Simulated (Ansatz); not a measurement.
Defect migration in rock-salt TiN: Y-vacancy pair (Y on one host Ti site, one Ti site vacant), neutral cell. The step: the Y atom itself jumps into the vacancy (Y-vacancy distance between ideal sites 3.00 Å throughout); the atom moves 2.83 Å along (0.00, 0.47, 0.47) of the unit cell; the moving atom starts with neighbours 2 N at 2.20, 2 N at 2.23, 2 N at 2.27 Å and ends with 2 N at 2.20, 2 N at 2.23, 2 N at 2.27 Å. A PBE band in Ansatz (plane-wave PAW, a 2×2×2 k-point mesh shifted by half a step, 64 host sites, 27 SCF runs with any check of the saddle's order, static, no finite-size correction) gives a forward barrier of 3.40 eV. The saddle point's order was not checked, and it lies on a symmetry element of the cell, where a band can be held. Forms of the defect that were not tried may lie lower.

Single points at the band's start and saddle point can refine it. Rough cost of one point, in units of the band's mean SCF on the same machine:

```json
[
 {"Level": "PBE, a 4×4×4 k-point mesh shifted by half a step", "Cost of one point": "about 7"},
 {"Level": "r2SCAN at 500 eV, a 2×2×2 k-point mesh shifted by half a step", "Cost of one point": "about 2"}
]
```

Q: Which of these move the barrier by more than 0.1 eV, and how far does each move it?

A: Not one does. PBE, a 4×4×4 k-point mesh shifted by half a step: +0.06 eV; r2SCAN at 500 eV, a 2×2×2 k-point mesh shifted by half a step: +0.04 eV. Each functional is compared with PBE at the same k-points.

Ansatz is a first-principles code.
